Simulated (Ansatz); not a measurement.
An Ansatz (a first-principles code) run: SnS with a change (holes 5.0×10^21 cm⁻³); PBEsol-D3(BJ) (Ansatz, PAW, no spin-orbit coupling).

Input:

Ansatz 0.2 input:
```yaml
crystal:
  lattice:
    - [10.9116128608, 0, 0]
    - [0, 3.953371879, 0]
    - [0, 0, 4.1120597524]
  atoms:
    - { symbol: Sn, position: [0.6172245596, 0.75, 0.5928243502] }
    - { symbol: Sn, position: [0.8827754404, 0.25, 0.0928243502] }
    - { symbol: Sn, position: [0.3827754404, 0.25, 0.4071756498] }
    - { symbol: Sn, position: [0.1172245596, 0.75, 0.9071756498] }
    - { symbol: S, position: [0.3551309846, 0.75, 0.9761782929] }
    - { symbol: S, position: [0.1448690154, 0.25, 0.4761782929] }
    - { symbol: S, position: [0.6448690154, 0.25, 0.0238217071] }
    - { symbol: S, position: [0.8551309846, 0.75, 0.5238217071] }
basis: { ecutwfc: 420, ecutrho_ratio: 4, xc_grid: 2, fft_grid_basis: typed }
kpoints: { mp_grid: { grid: [5, 12, 11] } }
hamiltonian:
  xc: pbesol
  dispersion: d3bj
  pseudopotentials: { kind: paw }
total_charge: 0.886923
scf: { occupations: { method: fermi_dirac, width: 0.0259 }, convergence: { dr2_threshold: 0.0000000008 } }
relax: { f_tol: 0.005, max_steps: 30 }
output: { forces: true, stress: true }
checkpoint: { write: state.ck, write_every: 1000 }
```

Output (explanatory and most iteration lines left out):

```
Relaxation: its limit of steps is 30 (relax.max_steps)
Pseudopotential: Sn, paw, valence charge 14
Pseudopotential: S, paw, valence charge 6
Crystal: 8 atoms, lattice volume = 177.385 Å³
Basis set: ecut = 420 eV, 3489 PW (Γ), exchange–correlation on 150×54×60 points (8 copies of the dense FFT grid, shifted against one another)
Bands: 48, of which v1, the nominal top of the filled ones, is band 40 counted from 1 (39 counted from 0)
Symmetry: 8 space group operations
Space group: Pnma (ITA 62), of the structure as read, at distance tolerance 5.6e-5 Å
k-points: 126 of 660
Functional: x = pbesol(κ = 0.804, μ = 0.12345679012345678), c = pbesol(β = 0.046)
SCF iter   1: F=—  HF=-27353.687407 eV  |F-HF|=—  |Δ(HF+E_count)|=         —  Δρ=2.19e-2  dr2=1.06e0  ethr=1.77e-3  ⟨swp⟩=7.7  Hψ=25544  notcnv=0  defer=9
SCF iter   2: F=—  HF=-27353.345305 eV  |F-HF|=—  |Δ(HF+E_count)|=   3.42e-1  Δρ=9.26e-3  dr2=2.14e-1  ethr=1.34e-3  ⟨swp⟩=3.0  Hψ=12730  notcnv=0  defer=359
SCF 1 converged in 10 iterations: F = -27353.228574 eV  dr2 = 2.28e-10
relax step   1: F+E_penalty+E_count = -27353.22857371 eV  Δ(F+E_penalty+E_count) = +0.000e0 eV  max|allowed force component| = 1.161e-1 eV/Å  Δτ_max = 0.0000 Å  (10 SCF iters, accepted)
Crystal: 8 atoms, lattice volume = 177.385 Å³
SCF iter   1: F=—  HF=-27353.255824 eV  |F-HF|=—  |Δ(HF+E_count)|=         —  Δρ=6.48e-3  dr2=8.24e-2  ethr=1.00e-4  ⟨swp⟩=1.8  Hψ=21882  notcnv=0  defer=338
SCF iter   2: F=—  HF=-27353.235729 eV  |F-HF|=—  |Δ(HF+E_count)|=   2.01e-2  Δρ=3.11e-3  dr2=2.11e-2  ethr=1.00e-4  ⟨swp⟩=3.2  Hψ=11363  notcnv=0  defer=338
SCF 2 converged in 9 iterations: F = -27353.230204 eV  dr2 = 5.66e-10
relax step   2: F+E_penalty+E_count = -27353.23020434 eV  Δ(F+E_penalty+E_count) = -1.631e-3 eV  max|allowed force component| = 1.453e-1 eV/Å  Δτ_max = 0.0750 Å  (9 SCF iters, accepted)
Crystal: 8 atoms, lattice volume = 177.385 Å³
SCF iter   1: F=—  HF=-27353.244648 eV  |F-HF|=—  |Δ(HF+E_count)|=         —  Δρ=3.11e-3  dr2=1.81e-2  ethr=2.65e-4  ⟨swp⟩=5.1  Hψ=13746  notcnv=0  defer=362
SCF iter   2: F=—  HF=-27353.240346 eV  |F-HF|=—  |Δ(HF+E_count)|=   4.30e-3  Δρ=1.58e-3  dr2=5.17e-3  ethr=2.28e-5  ⟨swp⟩=3.0  Hψ=12688  notcnv=0  defer=364
SCF 3 converged in 9 iterations: F = -27353.238978 eV  dr2 = 1.28e-10
relax step   3: F+E_penalty+E_count = -27353.23897765 eV  Δ(F+E_penalty+E_count) = -8.773e-3 eV  max|allowed force component| = 1.795e-2 eV/Å  Δτ_max = 0.0393 Å  (9 SCF iters, accepted)
Crystal: 8 atoms, lattice volume = 177.385 Å³
SCF iter   1: F=—  HF=-27353.239201 eV  |F-HF|=—  |Δ(HF+E_count)|=         —  Δρ=5.31e-4  dr2=4.64e-4  ethr=8.95e-6  ⟨swp⟩=3.2  Hψ=11950  notcnv=0  defer=362
SCF iter   2: F=—  HF=-27353.239082 eV  |F-HF|=—  |Δ(HF+E_count)|=   1.18e-4  Δρ=2.62e-4  dr2=1.18e-4  ethr=5.86e-7  ⟨swp⟩=2.0  Hψ=12048  notcnv=0  defer=362
SCF 4 converged in 7 iterations: F = -27353.239079 eV  dr2 = 3.16e-10
relax step   4: F+E_penalty+E_count = -27353.23907927 eV  Δ(F+E_penalty+E_count) = -1.016e-4 eV  max|allowed force component| = 1.008e-2 eV/Å  Δτ_max = 0.0073 Å  (7 SCF iters, accepted)
Crystal: 8 atoms, lattice volume = 177.385 Å³
SCF iter   1: F=—  HF=-27353.239175 eV  |F-HF|=—  |Δ(HF+E_count)|=         —  Δρ=3.72e-4  dr2=1.81e-4  ethr=2.80e-6  ⟨swp⟩=4.1  Hψ=16942  notcnv=0  defer=362
SCF iter   2: F=—  HF=-27353.239122 eV  |F-HF|=—  |Δ(HF+E_count)|=   5.33e-5  Δρ=1.75e-4  dr2=3.98e-5  ethr=2.29e-7  ⟨swp⟩=2.2  Hψ=9134  notcnv=0  defer=362
SCF 5 converged in 6 iterations: F = -27353.239131 eV  dr2 = 5.08e-10
relax step   5: F+E_penalty+E_count = -27353.23913140 eV  Δ(F+E_penalty+E_count) = -5.213e-5 eV  max|allowed force component| = 2.589e-3 eV/Å  Δτ_max = 0.0050 Å  (6 SCF iters, accepted)
SCF converged after 6 iterations
Free energy (F): -27353.239131 eV
Internal energy: -27353.229329 eV  (E = F + TS)
E sigma→0 (E₀):  -27353.234230 eV
Entropy (-TS):   -0.009802 eV (-1.225 meV/atom)
Fermi energy:    8.897488 eV
  E_disp       = -2.677516  (pairwise vdW)
--- Forces (eV/Å), atoms counted from 1 ---
  atom   1  Sn     0.00134779    -0.00000000    -0.00144760
  atom   2  Sn    -0.00134779    -0.00000000    -0.00144760
  atom   3  Sn    -0.00134779     0.00000000     0.00144760
  atom   4  Sn     0.00134779     0.00000000     0.00144760
  atom   5  S      0.00141017    -0.00000000    -0.00258899
  atom   6  S     -0.00141017    -0.00000000    -0.00258899
  atom   7  S     -0.00141017     0.00000000     0.00258899
  atom   8  S      0.00141017     0.00000000     0.00258899
--- Stress (GPa, compression-positive) ---
        0.214152       0.000000       0.000000
        0.000000      -2.244469      -0.000000
        0.000000      -0.000000      -0.609657
  P = ⅓ Tr σ = -0.8800 GPa (-8.800 kbar)
--- Relaxed structure (5 steps of the walk, 5 accepted, 0 SCFs on fresh bases) ---
  atoms:
    - { symbol: Sn, position: [0.6202699042216401, 0.7499999999999999, 0.5955140219900096] }
    - { symbol: Sn, position: [0.8797300957783601, 0.24999999999999997, 0.09551402199000954] }
    - { symbol: Sn, position: [0.37973009577835987, 0.24999999999999997, 0.4044859780099904] }
    - { symbol: Sn, position: [0.12026990422164006, 0.7499999999999999, 0.9044859780099904] }
    - { symbol: S, position: [0.35818918171732395, 0.7499999999999999, 0.9726761699553291] }
    - { symbol: S, position: [0.14181081828267597, 0.24999999999999997, 0.4726761699553294] }
    - { symbol: S, position: [0.6418108182826759, 0.24999999999999997, 0.027323830044670712] }
    - { symbol: S, position: [0.8581891817173238, 0.7499999999999999, 0.5273238300446708] }
```

Charged cell with a jellium background: band edges are those of the host's band count, energies are not comparable with the neutral cell, and many-body gap narrowing is missing. Stability against distortions was not tested. The cell was made from SnS in the GeS type structure (space group Pnma, No. 62) by this change: holes 5.0×10^21 cm⁻³.
